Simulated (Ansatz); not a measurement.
## ZnCu2SnSe4 under a change: Sn interstitial (started 2.35 Å from the nearest host atom)

The reference is a 16-atom supercell of ZnCu2SnSe4 (space group I-4, No. 82; a = 5.6992 Å, c = 11.3825 Å) at its relaxed geometry.

It is then changed as follows: a neutral Sn interstitial (started 2.35 Å from the nearest host atom), atoms relaxed at fixed cell, starting from a slightly rattled geometry.

Computed with Kohn–Sham DFT with the r2SCAN functional, run in Ansatz (a first-principles code) with PAW and 500 eV plane waves, without spin-orbit coupling. Γ-centred 3×4×4 mesh, Fermi–Dirac width 0.05 eV.

| quantity | base | changed | shift |
|---|---|---|---|
| pressure | 0.0 GPa | 6.7 GPa | +6.7 GPa |
| largest displacement of a host atom from its site in the perfect cell | – | 0.48 Å | – |
| final site of the added atom | – | 4 Se at 2.73–2.79 Å | – |

The cell is small, so the values are those of an ordered compound at a high defect concentration; dilute-limit values will differ. A case with no gap was solved on a k-mesh chosen for an insulator, which is coarse for it. All final runs are without spin polarisation. The defect cell is not spin-polarised.
